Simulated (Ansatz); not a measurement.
**Hypothetical zinc blende YP: element substitutions**

Base system: YP in the zinc blende structure (space group F-43m, No. 216; a = 6.224 Å; a hypothetical phase, not in the database extracts checked).

Each row replaces one element on all its sites; cell and atoms are relaxed.

Level of theory: PBEsol (Ansatz, a quantum-chemistry and plane-wave program), no SOC.

```json
[
 {"change": "base", "band gap": "1.51 eV", "volume per atom": "30.13 Å³"},
 {"change": "P → As", "band gap": "___", "volume per atom": "___"},
 {"change": "P → Co", "band gap": "0.29 eV", "volume per atom": "24.35 Å³"},
 {"change": "P → Mo", "band gap": "zero", "volume per atom": "27.86 Å³"},
 {"change": "P → Al", "band gap": "zero", "volume per atom": "37.15 Å³"}
]
```

### Question
Complete the table.

### Answer

- P → As, band gap: 1.48 eV
- P → As, volume per atom: 32.63 Å³

Whether these cells are dynamically stable was not tested. As relaxed here, YAs, YCo, YMo and YAl are hypothetical phases, not in the database extracts checked. Starting moments died away, wholly or in part, for P → Co; another magnetic solution may exist. The final runs are not spin-polarised. An odd electron count without spin: YMo. YMo and YAl have a high density of states at the Fermi level and may be magnetic at this level.
